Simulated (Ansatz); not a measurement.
Hypothetical cubic perovskite ZrZnO3: pressure series

Consider ZrZnO3 in the cubic perovskite structure (space group Pm-3m, No. 221; a = 4.0720 Å; a hypothetical phase, not in the database extracts checked).

Cell and atoms are relaxed at each pressure.

Computed with plane-wave PAW DFT at the PBEsol level (Ansatz, a program for electronic structure, 420 eV), no SOC.

Notes on the quantities. enthalpy: H = E + PV relative to the base's energy.

```
variant              density       enthalpy
----------------  ----------  -------------
base              5.03 g/cm³              –
pressure −2 GPa   4.97 g/cm³  -0.17 eV/atom
pressure −1 GPa   5.00 g/cm³  -0.08 eV/atom
pressure 3 GPa    5.12 g/cm³  +0.25 eV/atom
pressure 7 GPa             ?  +0.58 eV/atom
pressure 15 GPa   5.44 g/cm³  +1.21 eV/atom
pressure 30 GPa   5.78 g/cm³  +2.35 eV/atom
pressure 50 GPa   6.16 g/cm³  +3.77 eV/atom
pressure 75 GPa   6.56 g/cm³  +5.44 eV/atom
pressure 100 GPa  6.92 g/cm³  +7.01 eV/atom
```

Problem. What belongs in the blanks?

Solution. 
- pressure 7 GPa, density: 5.23 g/cm³

Load acts through the strain it causes; cell and atoms are relaxed under it. Stability against distortions was not tested. Competing high-pressure phases were not computed. All final runs are without spin polarisation. Many cubic perovskites are stable only at high temperature; tilts and polar distortions were not tested.
